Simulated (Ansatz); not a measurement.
Ansatz (an electronic-structure program) run on Tc₃Ir (P1, 8 atoms in the cell): self-consistent single point.

Level of theory: PBEsol, PAW files (plane waves; Ansatz).

The change in words: atoms moved at random. Reference geometry:
```
Tc3Ir
1.0
    5.49573     0.00000     0.00000
   -2.74787     4.75944     0.00000
    0.00000     0.00000     4.34201
Tc Ir
6 2
Cartesian
  4.17420   0.76299   3.25651
 -1.42633   3.99646   1.08550
  1.42633   3.99646   1.08550
  1.32153   0.76299   3.25651
  2.74787   3.23347   3.25651
  0.00000   1.52597   1.08550
  2.74787   1.58648   1.08550
  0.00000   3.17296   3.25651
```

Reference input (self-consistent single point, DFT, PBEsol, plane waves, PAW files): basis.ecutwfc = 36.7 Ry; kpoints.mp_grid.grid = 5 5 5; hamiltonian.xc = pbesol; hamiltonian.pseudopotentials = {kind: paw} (the program's default PAW files); scf.occupations.method = fermi_dirac; scf.occupations.width = 0.0037 Ry. This run's input differs from it in these lines:

Ansatz 0.2 input:
```diff
@@ -6,10 +6,10 @@
   atoms:
-    - { symbol: Tc, position: [0.839690, 0.160310, 0.750000] }
-    - { symbol: Tc, position: [0.160310, 0.839690, 0.250000] }
-    - { symbol: Tc, position: [0.679380, 0.839690, 0.250000] }
-    - { symbol: Tc, position: [0.320620, 0.160310, 0.750000] }
-    - { symbol: Tc, position: [0.839690, 0.679380, 0.750000] }
-    - { symbol: Tc, position: [0.160310, 0.320620, 0.250000] }
-    - { symbol: Ir, position: [0.666667, 0.333333, 0.250000] }
-    - { symbol: Ir, position: [0.333333, 0.666667, 0.750000] }
+    - { symbol: Tc, position: [0.846993, 0.160172, 0.747709] }
+    - { symbol: Tc, position: [0.159791, 0.838689, 0.247811] }
+    - { symbol: Tc, position: [0.668214, 0.830611, 0.251579] }
+    - { symbol: Tc, position: [0.316354, 0.151566, 0.738361] }
+    - { symbol: Tc, position: [0.848331, 0.681553, 0.741223] }
+    - { symbol: Tc, position: [0.161044, 0.320893, 0.249553] }
+    - { symbol: Ir, position: [0.678133, 0.346815, 0.265320] }
+    - { symbol: Ir, position: [0.321140, 0.669703, 0.758444] }
 basis:
```

Output (repeated stretches shortened):

```
SCF iter   1: F=—  HF=-55635.191427 eV  |F-HF|=—  |Δ(HF+E_count)|=         —  Δρ=1.42e-1  dr2=5.60e1  ethr=3.10e-3  ⟨swp⟩=5.0  Hψ=14389  notcnv=0
all-band conjugate gradients solve this SCF's bands
preconditioner: auto → Kerker (q_TF=auto, 2.769 Å⁻¹)
SCF iter   2: F=—  HF=-55630.661224 eV  |F-HF|=—  |Δ(HF+E_count)|=    4.53e0  Δρ=7.57e-2  dr2=1.72e1  ethr=3.10e-3  ⟨swp⟩=2.0  Hψ=7700  notcnv=0  defer=193
   [... lines left out ...]
SCF iter   5: F=—  HF=-55628.643885 eV  |F-HF|=—  |Δ(HF+E_count)|=   1.84e-4  Δρ=6.31e-4  dr2=9.36e-4  ethr=3.30e-6  ⟨swp⟩=2.0  Hψ=7964  notcnv=0  defer=180
SCF iter   6: F=—  HF=-55628.643674 eV  |F-HF|=—  |Δ(HF+E_count)|=   2.11e-4  Δρ=1.17e-4  dr2=1.54e-5  ethr=7.54e-7  ⟨swp⟩=2.0  Hψ=6443  notcnv=0  defer=180
SCF iter   7: F=—  HF=-55628.643669 eV  |F-HF|=—  |Δ(HF+E_count)|=   5.15e-6  Δρ=2.47e-5  dr2=9.17e-7  ethr=1.25e-8  ⟨swp⟩=2.0  Hψ=6444  notcnv=0  defer=180
SCF iter   8: F=-55628.643668 eV  HF=-55628.643668 eV  |F-HF|=1.27e-8  |Δ(HF+E_count)|=   1.18e-7  Δρ=4.79e-6  dr2=2.46e-8  ethr=8.06e-11  ⟨swp⟩=9.8  Hψ=17124  notcnv=0
SCF 1 converged in 8 iterations: F = -55628.643668 eV  dr2 = 2.46e-8
Free energy (F): -55628.643668 eV
Internal energy: -55628.589125 eV  (E = F + TS)
E sigma→0 (E₀):  -55628.616397 eV
Entropy (-TS):   -0.054543 eV (-6.818 meV/atom)
Fermi energy:    23.098753 eV
--- Forces (eV/Å), atoms counted from 1 ---
  atom   1  Tc    -0.85789148    -0.04311625     0.12168357
  atom   2  Tc    -0.01836219     0.34019673     0.05046947
  atom   3  Tc     0.20899652     0.58143975    -0.02968691
  atom   4  Tc     0.37141780     0.96309583     0.62222097
  atom   5  Tc    -0.88793778    -0.31808654     0.61166626
  atom   6  Tc     0.11475402     0.01260048    -0.00775002
  atom   7  Ir    -0.27174313    -1.15528580    -0.98077737
  atom   8  Ir     1.34077163    -0.38085776    -0.38783108
--- Stress (GPa, compression-positive) ---
       -4.086312      -0.536966       0.012294
       -0.536966      -3.519138       0.475148
        0.012294       0.475148      -4.231091
  P = ⅓ Tr σ = -3.9455 GPa (-39.455 kbar)
  The stress holds the Pulay correction. Without it, at fixed plane waves, as pw.x and ABINIT print it: P = -3.9669 GPa
```

The run converged in 8 iterations. Against the reference run the free energy goes up by 29.2 meV/atom, the pressure goes from -5.51 to -3.95 GPa and the largest force goes from 0.188 to 1.540 eV/Å.

The starting cell comes from a database of computed structures (which also holds hypothetical and non-ambient phases and stackings), without a prior relaxation at this level. For this run, on top of that: atoms moved at random. Spin polarisation is off. With a pressure of about -4 GPa the cell is away from its equilibrium volume at this level. Forces in this geometry exceed 1 eV/Å. Ansatz's pressure includes its estimate of the finite-basis (Pulay) stress. The cutoff lies below the one recommended for these files.

Cost on one core of a shared machine: roughly 60 s.
